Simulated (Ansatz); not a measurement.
# Free linear chain of Os atoms

Level of theory: PBE (plane waves to 420 eV, PAW; Ansatz, an electronic-structure program). Mesh 1×1×68. Collinear spin, started with parallel moments, which vanish. One-dimensional cell, images about 11 Å apart. A hypothetical model. It keeps the symmetry and period of its start, so it need not be a minimum against all distortions. Pairing along the axis, which can open a gap, is among the distortions not tried. Values not marked SOC lack spin–orbit coupling.

```
Item                                                                                                                 Value
--------------------------------------------------------------------  ----------------------------------------------------
period along the axis (2 atoms)                                                                                    4.484 Å
PBE gap                                                                                               none (under 0.01 eV)
crossings of the Fermi level between Γ and the zone edge (49 points)  6, each for both spins (ideal conductance 6 × 2e²/h)
work function (PBE)                                                                                                5.40 eV
```

```xyz
2
Lattice="11.0000 0.0000 0.0000 0.0000 11.0000 0.0000 0.0000 0.0000 4.4845" Properties=species:S:1:pos:R:3 pbc="T T T"
Os     5.5000     5.5000     0.0000
Os     5.5000     5.5000     2.2422
```
